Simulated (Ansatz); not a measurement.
The decay constant κ of evanescent states in the gap governs leakage through a thin film.

Input:

```xyz
2
Lattice="3.0886 0.0000 0.0000 0.0000 3.0886 0.0000 1.5443 1.5443 2.1840" Properties=species:S:1:pos:R:3 pbc="T T T"
Al     0.0000     0.0000     0.0000
N      1.5443     3.0886     1.0920
```

Space group of this cell: F-43m, zinc blende. The cell is taken as given.

Transport runs along the normal of the first two printed cell vectors, the (001) plane of the conventional cell.

The gap is the functional's own. No spin-orbit coupling. Mid-gap values are interpolated on the energy grid.

Q: Give the band gap and the smallest decay constant κ at mid-gap that Ansatz (an electronic-structure program) with r2SCAN yields.

A: Gap 3.94 eV on a 14×14×14 mesh; κ = 0.304 1/Å, at the zone centre.
